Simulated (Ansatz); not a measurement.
Structures of equal composition on the (110) surface of bcc Mo: a layer of Au in place of the second plane; a layer of Au in place of the third plane. The slabs share one bottom face, and each structure is named by its start. These are constructed structures in small cells; real faces may alloy, dewet or reconstruct in larger ones, and not all known structures of the face are among them. Slabs of about 11 Å, Fermi-Dirac smearing of 0.1 eV. Bottom of the slabs: a bare face, its two planes held. Relaxed from the named starts with such symmetry as they have, on meshes of like density; energies extrapolated to zero smearing; spin only where a row says so; no spin-orbit coupling, no U. Brackets mark spin-polarised runs, whose order is one that fits the cell.

Level of theory: PBE (plane waves to 420 eV, PAW; Ansatz, an electronic-structure program).

### Question
Order them by energy per 1x1 cell (lowest first) at the level PBE.

### Answer
a layer of Au in place of the third plane (0.000 eV), a layer of Au in place of the second plane (0.247 eV)
